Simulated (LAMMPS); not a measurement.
MD of Pt (fcc) at zero pressure, 4000 atoms, as a liquid; each row is its own run.

Method: classical MD, pair style eam, the elements' _u3.eam files (universal-3 set of Foiles, Baskes and Daw); code LAMMPS.

| T (K) | volume (Å³/atom) |
|---|---|
| 1120 | 15.808 |
| 1630 | 16.200 |
| 1840 | 16.371 |
| 2040 | 16.532 |
| 2250 | 16.712 |
| 2550 | 16.978 |
| 2650 | 17.066 |
| 2860 | 17.259 |
| 3270 | 17.661 |

Task: Fit a straight line, y = a + b x, to these rows (x is the first column, y the second) and predict the run at x = 1430.

Result: Least squares gives a = 14.801 and b = 0.0008599. At x = 1430 the fit predicts 16.031 Å³/atom. The run itself gave 16.043 ± 0.001 Å³/atom, so the fit is 0.075 % low.

Caution (rows 1120; 1430): this liquid lies under the melting point of about 1540 K that EAM-type universal-3 set of Foiles, Baskes and Daw gives, so it is undercooled.
